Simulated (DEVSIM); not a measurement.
Structure: Cr/Al2O3/n-Si capacitor, at 300 K.

```tsv
layer (left to right)	material	thickness (nm)	Nd (cm⁻³)
1	Al2O3	19.0	-
2	Si	5200	6e15
```

Metal gate on the left, work function 4.5 eV. Fixed charge at the semiconductor interface 5.9e10 cm⁻² (in units of +e); interface traps 6.6e10 cm⁻² eV⁻¹, uniform in energy, neutral level at 0.3 of the gap above the valence band.

The device is made up for the run: typed textbook-type constants, with dimensions and the other settings drawn at random. Values at 300 K.

```tsv
parameter	Al2O3	Si
gap (eV)	6.8	1.124
affinity (eV)	1.35	4.05
permittivity	9	11.7
Nc (cm⁻³)	-	2.86e19
Nv (cm⁻³)	-	3.1e19
```

DEVSIM, 1D Poisson equation in equilibrium, Boltzmann statistics, complete ionisation; no quantum confinement or tunnelling. Metal contacts follow the ideal Schottky-Mott rule: no Fermi-level pinning, no interface dipoles.

Question: Tabulate band edges, carrier densities and field at -0.3 V on the gate.

Answer: Energies count from the Fermi level of the right contact; mesh points crowd at the junctions.

```json
[
 {"x (μm)": "0.000", "Ec (eV)": "3.450", "Ev (eV)": "-3.350", "n (cm⁻³)": "< 1e2", "p (cm⁻³)": "< 1e2", "field (V/cm)": "-46000"},
 {"x (μm)": "0.001545", "Ec (eV)": "3.443", "Ev (eV)": "-3.357", "n (cm⁻³)": "< 1e2", "p (cm⁻³)": "< 1e2", "field (V/cm)": "-46000"},
 {"x (μm)": "0.004887", "Ec (eV)": "3.427", "Ev (eV)": "-3.373", "n (cm⁻³)": "< 1e2", "p (cm⁻³)": "< 1e2", "field (V/cm)": "-46000"},
 {"x (μm)": "0.01153", "Ec (eV)": "3.397", "Ev (eV)": "-3.404", "n (cm⁻³)": "< 1e2", "p (cm⁻³)": "< 1e2", "field (V/cm)": "-46000"},
 {"x (μm)": "0.01722", "Ec (eV)": "3.370", "Ev (eV)": "-3.430", "n (cm⁻³)": "< 1e2", "p (cm⁻³)": "< 1e2", "field (V/cm)": "-46000"},
 {"x (μm)": "0.01889", "Ec (eV)": "3.362", "Ev (eV)": "-3.438", "n (cm⁻³)": "< 1e2", "p (cm⁻³)": "< 1e2", "field (V/cm)": "-46000"},
 {"x (μm)": "0.02037", "Ec (eV)": "0.658", "Ev (eV)": "-0.466", "n (cm⁻³)": "2.5e8", "p (cm⁻³)": "4.6e11", "field (V/cm)": "-28000"},
 {"x (μm)": "0.02585", "Ec (eV)": "0.643", "Ev (eV)": "-0.481", "n (cm⁻³)": "4.5e8", "p (cm⁻³)": "2.6e11", "field (V/cm)": "-27000"},
 {"x (μm)": "0.03716", "Ec (eV)": "0.613", "Ev (eV)": "-0.511", "n (cm⁻³)": "1.4e9", "p (cm⁻³)": "8.0e10", "field (V/cm)": "-26000"},
 {"x (μm)": "0.06448", "Ec (eV)": "0.545", "Ev (eV)": "-0.579", "n (cm⁻³)": "2.0e10", "p (cm⁻³)": "5.8e9", "field (V/cm)": "-24000"},
 {"x (μm)": "0.1304", "Ec (eV)": "0.410", "Ev (eV)": "-0.714", "n (cm⁻³)": "3.8e12", "p (cm⁻³)": "3.1e7", "field (V/cm)": "-17000"},
 {"x (μm)": "0.3864", "Ec (eV)": "0.224", "Ev (eV)": "-0.900", "n (cm⁻³)": "5.0e15", "p (cm⁻³)": "23000", "field (V/cm)": "-860"},
 {"x (μm)": "0.9073", "Ec (eV)": "0.219", "Ev (eV)": "-0.905", "n (cm⁻³)": "6.0e15", "p (cm⁻³)": "19000", "field (V/cm)": "≈ 0"},
 {"x (μm)": "2.164", "Ec (eV)": "0.219", "Ev (eV)": "-0.905", "n (cm⁻³)": "6.0e15", "p (cm⁻³)": "19000", "field (V/cm)": "≈ 0"},
 {"x (μm)": "4.247", "Ec (eV)": "0.219", "Ev (eV)": "-0.905", "n (cm⁻³)": "6.0e15", "p (cm⁻³)": "19000", "field (V/cm)": "≈ 0"},
 {"x (μm)": "4.817", "Ec (eV)": "0.219", "Ev (eV)": "-0.905", "n (cm⁻³)": "6.0e15", "p (cm⁻³)": "19000", "field (V/cm)": "≈ 0"},
 {"x (μm)": "5.053", "Ec (eV)": "0.219", "Ev (eV)": "-0.905", "n (cm⁻³)": "6.0e15", "p (cm⁻³)": "19000", "field (V/cm)": "≈ 0"},
 {"x (μm)": "5.151", "Ec (eV)": "0.219", "Ev (eV)": "-0.905", "n (cm⁻³)": "6.0e15", "p (cm⁻³)": "19000", "field (V/cm)": "≈ 0"},
 {"x (μm)": "5.198", "Ec (eV)": "0.219", "Ev (eV)": "-0.905", "n (cm⁻³)": "6.0e15", "p (cm⁻³)": "19000", "field (V/cm)": "≈ 0"},
 {"x (μm)": "5.211", "Ec (eV)": "0.219", "Ev (eV)": "-0.905", "n (cm⁻³)": "6.0e15", "p (cm⁻³)": "19000", "field (V/cm)": "≈ 0"},
 {"x (μm)": "5.216", "Ec (eV)": "0.219", "Ev (eV)": "-0.905", "n (cm⁻³)": "6.0e15", "p (cm⁻³)": "19000", "field (V/cm)": "≈ 0"},
 {"x (μm)": "5.219", "Ec (eV)": "0.219", "Ev (eV)": "-0.905", "n (cm⁻³)": "6.0e15", "p (cm⁻³)": "19000", "field (V/cm)": "≈ 0"}
]
```
